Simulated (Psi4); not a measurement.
Psi4 1.11, TPSS/def2-svpd: Cl[Si@H]1C=NCO1, 10 atoms. The geometry is a generated start, not checked to be a minimum at this level.

| Property | Value |
|---|---|
| task | gradient |
| method | tpss |
| basis | def2-svpd |
| memory | 7 GB |
| scf_type | df (default) |
| guess | auto, which took SAD (default) |
| diis_max_vecs | 10 (default) |
| scf_initial_accelerator | adiis (default) |
| e_convergence | 1e-08 (default) |
| d_convergence | 1e-08 (default) |
| basis functions (reference run) | 166 |
| grid points (reference run) | 1816225 |

```xyz
10

Cl     2.5926    -1.0842    -0.2925
Si     1.0553    -0.1163     0.6331
C      0.2708     1.1749    -0.4417
N     -0.9251     0.8471    -0.8129
C     -1.2556    -0.5003    -0.2429
O     -0.2653    -1.1380     0.5930
H      1.4123     0.2869     2.0175
H      0.7624     2.1149    -0.7280
H     -1.4739    -1.1806    -1.0753
H     -2.1734    -0.4045     0.3497
```
Charge 0, spin multiplicity 1.

The reference run has dft_radial_points = 200, dft_spherical_points = 974, dft_pruning_scheme = none (default); it is not itself proven converged. One run each, on a shared machine, so no times are given.

Settings tried, all else as in the reference:
- dft_radial_points = 25, dft_spherical_points = 50
- dft_radial_points = 75 (default), dft_spherical_points = 434
- dft_radial_points = 75 (default), dft_spherical_points = 302 (default), dft_pruning_scheme = treutler
- dft_radial_points = 99, dft_spherical_points = 590, dft_pruning_scheme = treutler
- dft_radial_points = 99, dft_spherical_points = 590, dft_pruning_scheme = robust
- dft_radial_points = 75 (default), dft_spherical_points = 302 (default)
- dft_radial_points = 150, dft_spherical_points = 770
- dft_radial_points = 35, dft_spherical_points = 110
- dft_radial_points = 50, dft_spherical_points = 194
- dft_radial_points = 75 (default), dft_spherical_points = 302 (default), dft_pruning_scheme = robust
- dft_radial_points = 99, dft_spherical_points = 590

**Question.** Which settings reproduce the reference to 10 meV/atom in energy, 100 meV/Å in forces (largest component)?

**Answer.** Within it: dft_radial_points = 150, dft_spherical_points = 770; dft_radial_points = 99, dft_spherical_points = 590; dft_radial_points = 99, dft_spherical_points = 590, dft_pruning_scheme = robust; dft_radial_points = 75 (default), dft_spherical_points = 434; dft_radial_points = 75 (default), dft_spherical_points = 302 (default), dft_pruning_scheme = robust; dft_radial_points = 75 (default), dft_spherical_points = 302 (default); dft_radial_points = 99, dft_spherical_points = 590, dft_pruning_scheme = treutler; dft_radial_points = 75 (default), dft_spherical_points = 302 (default), dft_pruning_scheme = treutler; dft_radial_points = 50, dft_spherical_points = 194. Outside: dft_radial_points = 35, dft_spherical_points = 110; dft_radial_points = 25, dft_spherical_points = 50.

```
setting                                                                                                grid points  energy against the reference  difference in forces (largest component)
-----------------------------------------------------------------------------------------------------  -----------  ----------------------------  ----------------------------------------
the reference                                                                                              1816225                             —                                         —
dft_radial_points = 150, dft_spherical_points = 770                                                        1083545          under 0.001 meV/atom                                0.16 meV/Å
dft_radial_points = 99, dft_spherical_points = 590                                                          550864              −0.0028 meV/atom                                 1.1 meV/Å
dft_radial_points = 99, dft_spherical_points = 590, dft_pruning_scheme = robust                             384528              −0.0028 meV/atom                                 1.1 meV/Å
dft_radial_points = 75 (default), dft_spherical_points = 434                                                307760              +0.0062 meV/atom                                 3.0 meV/Å
dft_radial_points = 75 (default), dft_spherical_points = 302 (default), dft_pruning_scheme = robust         147050                −0.12 meV/atom                                  12 meV/Å
dft_radial_points = 75 (default), dft_spherical_points = 302 (default)                                      214334                −0.12 meV/atom                                  12 meV/Å
dft_radial_points = 99, dft_spherical_points = 590, dft_pruning_scheme = treutler                           286368                −0.79 meV/atom                                  28 meV/Å
dft_radial_points = 75 (default), dft_spherical_points = 302 (default), dft_pruning_scheme = treutler       118010                −0.78 meV/atom                                  36 meV/Å
dft_radial_points = 50, dft_spherical_points = 194                                                           93268                −0.33 meV/atom                                  51 meV/Å
dft_radial_points = 35, dft_spherical_points = 110                                                           37109                 −3.3 meV/atom                                 280 meV/Å
dft_radial_points = 25, dft_spherical_points = 50                                                            12125                 +210 meV/atom                                 400 meV/Å
```

Total energies are compared; such shifts often cancel in part in energy differences. The gradients leave out the derivatives of the grid weights. The tolerance is a choice made for this comparison.
